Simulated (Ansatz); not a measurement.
## Converging the k-point mesh at a smearing width of 0.3 eV: In (I4/mmm, 1 atom in the cell)

```
CELL_PARAMETERS angstrom
     -1.62987     1.62987     2.48243
      1.62987    -1.62987     2.48243
      1.62987     1.62987    -2.48243
ATOMIC_POSITIONS crystal
  In 0.00000 0.00000 0.00000
```

Method of the run: PBE (plane waves, PAW; Ansatz, a quantum-chemistry and plane-wave program).

Base settings: basis.ecutwfc = 420 eV; kpoints.mp_grid.grid = 14 14 14; hamiltonian.xc = pbe; hamiltonian.pseudopotentials = {kind: paw} (the program's default PAW files); scf.occupations.method = fermi_dirac; scf.occupations.width = 0.1 eV.

In this ladder: scf.occupations.width = 0.3 eV.

Only quantities that move along the ladder and can be compared are tabulated.

The count of work is k-points × plane waves × bands × iterations; it is no time. 

The starting cell has typed, rounded lattice constants, without a prior relaxation at this level. Its lattice was rescaled by up to half a per cent. Ansatz's pressure includes its estimate of the finite-basis (Pulay) stress.

| kpoints.mp_grid.grid | free energy less the last step's (meV/atom) | pressure (GPa) | count of work / last |
|---|---|---|---|
| 5 5 5 | 13.52 | 2.52 | 0.0054 |
| 6 6 6 | -27.62 | 1.61 | 0.011 |
| 7 7 7 | 1.99 | 1.81 | 0.012 |
| 9 9 9 | 4.09 | 2.10 | 0.026 |
| 11 11 11 | -0.08 | 1.99 | 0.044 |
| 13 13 13 | 0.00 | 2.00 | 0.069 |
| 15 15 15 | -0.01 | 1.99 | 0.10 |
| 19 19 19 | 0.00 | 1.99 | 0.19 |
| 28 28 28 | 0.00 | 1.99 | 0.58 |
| 34 34 34 | 0.00 | 1.99 | 1.0 |

Coarsest kpoints.mp_grid.grid that holds the pressure within 0.2 GPa of the last step, with all finer ones: 7 7 7, at 0.012 of the last step's count of work; the step before is off by 0.38 GPa.

Coarsest kpoints.mp_grid.grid that holds the free energy within 0.5 meV/atom of the last step, with all finer ones: 11 11 11, at 0.044 of the last step's count of work; the step before is off by 4.1 meV/atom.

Keys are those of Ansatz 0.2.
